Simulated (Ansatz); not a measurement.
The starting structures come from a database of crystals and need not be the phases stable at ambient conditions.

By PBEsol, the system below comes out a metal.

Without scattering a metal conducts by its projected Fermi surface.

Input:

```yaml
crystal:
  lattice:
    - [4.05572, 0.00000, 0.00000]
    - [-2.02131, 5.99287, 0.00000]
    - [-2.01030, 2.08715, 5.61106]
  atoms:
    - { symbol: Al, position: [0.50000, 0.50000, 0.50000] }
    - { symbol: Al, position: [0.15485, 0.84958, 0.46048] }
    - { symbol: Al, position: [0.84515, 0.15042, 0.53952] }
    - { symbol: Al, position: [0.37683, 0.76059, 0.99377] }
    - { symbol: Al, position: [0.62317, 0.23941, 0.00623] }
    - { symbol: Cu, position: [0.00000, 0.00000, 0.00000] }
    - { symbol: Cu, position: [0.26030, 0.27583, 0.24151] }
    - { symbol: Cu, position: [0.73970, 0.72417, 0.75849] }
    - { symbol: Cu, position: [0.10905, 0.44563, 0.77255] }
    - { symbol: Cu, position: [0.89095, 0.55437, 0.22745] }
```

The cell is taken as given.

The current flows along the normal of the first two printed cell vectors. No spin-orbit coupling; the value is a mean over 0.1 eV about the Fermi level.

Problem. Give the ballistic conductance per area that PBEsol run with Ansatz (an electronic-structure program) yields.

Solution. 0.63 × 10¹⁵ S/m² for both spins.
